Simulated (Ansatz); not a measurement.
**Sr: strain along the normal**

Sr (fcc, Fm-3m, 51.935 Å³/atom at rest) under an equal strain ε in the (001) plane with the normal axis free, as in a coherent film. PBEsol in Ansatz, a plane-wave DFT program (PAW, default set), 420 eV, 14×14×14 Γ-centred mesh, Fermi-Dirac smearing 0.05 eV; ions are relaxed within the symmetry of each cell.

Here s stands for strain and y for normal strain.

| strain (%) | normal strain (%) |
|---|---|
| -1.50 | 1.90 |
| -1.00 | 1.29 |
| -0.50 | 0.66 |
| 0.00 | 0.00 |
| 0.50 | -0.69 |
| 1.00 | -1.43 |
| 1.50 | -2.20 |
| 3.00 | ? |

Problem. Using a straight line, estimate the missing y at s = 3.00 from the other rows, showing the fit.

Solution. Means: s 0, y -0.067. About the means, the sum of products is -9.5450 and the sum of squares of s is 7.0000; the slope is their ratio. Least squares gives y = -0.067 - 1.3636·s. Residuals (row less fit): -0.078, -0.007, 0.045, 0.067, 0.059, 0.001, -0.088; standard error 0.069 (degrees of freedom: 5). The slope, -1.36 ± 0.03, is the elastic response of the normal axis, −2C12/C11 for this plane. At the withheld row, y = -0.067 - 1.3636 × 3.0 = -4.158%. The calculation gives -4.79%, 0.632% below the prediction (9.4 % of the range of y in the table). The row lies outside the fitted rows, so this is an extrapolation. From the scatter of the fitted rows alone, a prediction at this place has a standard error of 0.108%, so the miss is 5.9 times that.

One order more, fitted to all 13 runs of the series, follows each within 0.04, so the miss is the next term of a smooth law. In a metal these values are sensitive to mesh and smearing; energies are taken to zero smearing, stresses follow the free energy. Rows are the converged runs of the series near zero and its far end; series whose fitted rows scatter by over a few per cent of the range, as at a crossing or softening among them, aren't shown in this form. Most that stay on the fit to the last digits aren't either.
